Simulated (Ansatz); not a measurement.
## Lattice constant a of rock-salt GaSb (model structure) at several levels of theory

No measured value is used here.

**Question.** Put these levels in order of the lattice constant a that they give for rock-salt GaSb (model structure), smallest first: PBE (Ansatz, a quantum-chemistry and plane-wave program), PBEsol (Ansatz), rVV10 (Ansatz), r²SCAN (Ansatz).

**Answer.** PBEsol (5.697 Å), r²SCAN (5.739 Å), PBE (5.798 Å), rVV10 (5.877 Å)

Ansatz's density-functional and Hartree–Fock values are scalar-relativistic unless marked +SOC, with PAW data made under PBE.

A model structure was made by putting elements into a prototype or built by hand; it is no filed structure, need not be a known phase, and can be a saddle point held by its symmetry.
